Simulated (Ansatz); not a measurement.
The starting structures come from a database of crystals and need not be the phases stable at ambient conditions.

Evanescent states of Y2CdSe4 (Fd-3m, spinel, not sure to be the ambient phase, 14 atoms a cell, 28.9 Å³ an atom) along the normal of (001)

Computed with r2SCAN (plane waves, PAW; Ansatz, a first-principles code).

No gap correction and no spin-orbit coupling; mid-gap values are interpolated between computed energies.

Energies count from the valence-band top; κ is the least over a 4×4 mesh across the current.

```tsv
E (eV)	κ (1/Å)	where
0.04	0.044	Γ
0.10	0.073	Γ
0.17	0.092	Γ
0.24	(withheld)	Γ
0.32	(withheld)	Γ
0.39	(withheld)	Γ
0.46	(withheld)	Γ
0.53	(withheld)	Γ
0.59	(withheld)	Γ
0.67	(withheld)	Γ
0.73	(withheld)	Γ
0.81	(withheld)	Γ
0.88	0.096	Γ
0.94	0.081	Γ
1.01	0.059	Γ
```

### Question
What belongs in the gaps?

### Answer

- 0.24, κ (1/Å): 0.104
- 0.32, κ (1/Å): 0.113
- 0.39, κ (1/Å): 0.119
- 0.46, κ (1/Å): 0.123
- 0.53, κ (1/Å): 0.124
- 0.59, κ (1/Å): 0.123
- 0.67, κ (1/Å): 0.120
- 0.73, κ (1/Å): 0.115
- 0.81, κ (1/Å): 0.107
